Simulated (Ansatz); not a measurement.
Functionals compared on CH3 on the 1x1 (0001) surface of hcp Ru, one in a 2x2 cell, started at the site 'bridge Ru-Ru (span 2.7 Å)', in Ansatz (plane waves, PAW). The structure was relaxed with PBE; the other rows are single points on it, each with its references at the same level. Cutoff 420 eV (500 eV for r2SCAN).

Set-up: 20 atoms, 6.3 Å thick at the start under the adsorbate (thin: gaps and levels are the slab's own); mesh 6x6x1; 0.1 eV smearing; dipole correction on; 8 atoms held, the rest relaxed; no symmetry held; no spin, no spin-orbit, no U, no dispersion correction. At the end it is bonded to 3 Ru. In PBE it is, or lies within 0.03 eV of, the lowest of the starts that converged. These notes are the PBE run's. Adsorption energies are against CH4(g) − ½ H2(g). A negative adsorption energy means that the adsorbate is more stable on the surface than in its reference.

```csv
functional,adsorption energy (eV),work function of the top face (eV),change of the work function (eV),rough cost of the single point
PBE,0.35,3.73,-1.27,–
RPBE,?,?,?,about 3 core-minutes (a rough figure)
r2SCAN,0.19,3.72,-1.28,about 6 core-minutes (a rough figure)
```

Q: What belongs in the gaps?

A: 
- RPBE, adsorption energy (eV): 0.67
- RPBE, work function of the top face (eV): 3.61
- RPBE, change of the work function (eV): -1.21

Ansatz is an electronic-structure program.
